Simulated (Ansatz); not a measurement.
An Ansatz (a quantum-chemistry and plane-wave program) run: Ti; plane-wave PAW DFT at the PBE level (Ansatz, 420 eV), spin-orbit coupling left out, earlier PAW set.

Input:

Ansatz 0.2 input:
```yaml
crystal:
  lattice:
    - [2.9388500067, 0, 0]
    - [-1.4694250033, 2.5451187637, 0]
    - [0, 0, 4.6499588161]
  atoms:
    - { symbol: Ti, position: [0.3333333333, 0.6666666667, 0.75] }
    - { symbol: Ti, position: [0.6666666667, 0.3333333333, 0.25] }
basis: { ecutwfc: 420, ecutrho_ratio: 4, xc_grid: 2, fft_grid_basis: typed }
kpoints: { mp_grid: { grid: [18, 18, 10] } }
hamiltonian:
  xc: pbe
  dispersion: none
  pseudopotentials: { azcp: { folder: ./paw }, kind: paw }
scf: { occupations: { method: fermi_dirac, width: 0.05 }, convergence: { dr2_threshold: 0.0000000002 } }
output: { forces: true, stress: true }
```

Output (explanatory and most iteration lines left out):

```
Pseudopotential: Ti, paw, valence charge 12
Crystal: 2 atoms, lattice volume = 34.780 Å³
Basis set: ecut = 420 eV, 687 PW (Γ), exchange–correlation on 40×40×64 points (8 copies of the dense FFT grid, shifted against one another)
Bands: 16, of which v1, the nominal top of the filled ones, is band 12 counted from 1 (11 counted from 0)
Symmetry: 24 space group operations
Space group: P63/mmc (ITA 194), of the structure as read, at distance tolerance 3.3e-5 Å
k-points: 222 of 3240
Functional: x = pbe(κ = 0.804, μ = 0.2195149727645171), c = pbe(β = 0.06672455060314922)
SCF iter   1: F=—  HF=-4999.740504 eV  |F-HF|=—  |Δ(HF+E_count)|=         —  Δρ=5.90e-2  dr2=1.27e0  ethr=3.10e-3  ⟨swp⟩=4.0  Hψ=14165  notcnv=0
SCF iter   2: F=—  HF=-4999.444442 eV  |F-HF|=—  |Δ(HF+E_count)|=   2.96e-1  Δρ=2.99e-2  dr2=3.45e-1  ethr=3.10e-3  ⟨swp⟩=2.5  Hψ=7026  notcnv=0
SCF 1 converged in 7 iterations: F = -4999.345669 eV  dr2 = 1.74e-10
SCF converged after 7 iterations
Free energy (F): -4999.345669 eV
Internal energy: -4999.328870 eV  (E = F + TS)
E sigma→0 (E₀):  -4999.337270 eV
Entropy (-TS):   -0.016799 eV (-8.399 meV/atom)
Fermi energy:    13.278263 eV
--- Forces (eV/Å), atoms counted from 1 ---
  atom   1  Ti     0.00000000    -0.00000000     0.00000000
  atom   2  Ti    -0.00000000     0.00000000     0.00000000
--- Stress (GPa, compression-positive) ---
       -0.009238       0.000000       0.000000
        0.000000      -0.009238       0.000000
        0.000000       0.000000      -0.003946
  P = ⅓ Tr σ = -0.0075 GPa (-0.075 kbar)
```

Stability against distortions was not tested. All final runs are without spin polarisation. The cell is Ti in the hcp (Mg type) structure (space group P6_3/mmc, No. 194).
